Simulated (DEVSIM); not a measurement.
# abrupt Si p-n junction

Structure: abrupt Si p-n junction, at 300 K.

```
layer (left to right)  material  thickness (μm)  Nd (cm⁻³)  Na (cm⁻³)  τn (s)  τp (s)
---------------------  --------  --------------  ---------  ---------  ------  ------
1                            Si           0.200          -     4.2e15    1e-7    1e-7
2                            Si             180     1.3e15          -    1e-7    1e-7
```

Left contact: ohmic. Right contact: ohmic. Voltage is applied to the left contact. Recombination: SRH at mid-gap, radiative. Mobility is constant in doping.

The device is made up for the run: typed textbook-type constants, with dimensions and the other settings drawn at random. Values at 300 K.

| parameter | Si |
|---|---|
| gap (eV) | 1.124 |
| affinity (eV) | 4.05 |
| permittivity | 11.7 |
| Nc (cm⁻³) | 2.86e19 |
| Nv (cm⁻³) | 3.1e19 |
| μn (cm²/Vs) | 1417 |
| μp (cm²/Vs) | 470 |
| B (cm³/s) | 4.7e-15 |

DEVSIM, 1D drift-diffusion, Boltzmann statistics, complete ionisation; no tunnelling, impact ionisation, image-force lowering or self-heating.

```json
{
 "potential_step_across_the_device_at_zero_bias": "0.635 V",
 "largest_field_in_the_device_at_zero_bias": "14000 V/cm",
 "Dark forward voltage at 1 A/cm²": "0.532 V"
}
```

Small-signal capacitance in reverse bias (quasi-static):

```tsv
V (V)	C (nF/cm²)
-0.4	9.69
-1	7.82
-2	6.24
-3	5.35
-4	4.75
-6	3.99
-8	3.51
-10	3.16
-13	2.80
-16	2.54
-20	2.28
```

Dark forward current:

(V (V), J (A/cm²)): (0.05, 3.0e-7); (0.10, 1.7e-6); (0.15, 9.7e-6); (0.20, 5.7e-5); (0.30, 0.0022); (0.35, 0.013); (0.40, 0.071); (0.45, 0.28); (0.50, 0.69); (0.55, 1.2); (0.60, 1.9); (0.70, 3.3); (0.75, 4.0); (0.80, 4.7); (0.85, 5.5); (0.90, 6.3); (0.95, 7.0); (1.05, 8.6); (1.10, 9.4); (1.15, 10); (1.20, 11); (1.25, 12); (1.30, 13); (1.35, 13); (1.45, 15); (1.50, 16); (1.55, 17); (1.60, 18)
